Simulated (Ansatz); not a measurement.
The reference is GaS in the beta-GaS type structure (space group P6_3/mmc, No. 194; a = 3.534 Å, c = 15.041 Å; layered, stacked along the Cartesian z axis).

Levels (all Ansatz, a first-principles code, PAW, earlier PAW set): PBEsol-D3(BJ) (420 eV, without spin-orbit coupling); HSE06 (420 eV, no spin-orbit coupling).

Its gap is 1.29 eV with PBEsol-D3(BJ) and 2.09 eV with HSE06.

The change: full substitution Ga → Be, then cell and atoms are relaxed.

With PBEsol-D3(BJ) the gap becomes 3.20 eV.

Q: If the HSE06 correction stayed the same, what would the HSE06 gap be, and what does the HSE06 run give?

A: A rigid correction of +0.80 eV gives 4.00 eV. The HSE06 run gives 4.30 eV, so the correction itself changes by +0.30 eV.

Single points use the geometry relaxed with PBEsol-D3(BJ). HSE06 gaps are upper bounds (no full band path). Stability against distortions was not tested. As relaxed here, BeS is a hypothetical phase, not in the database extracts checked.
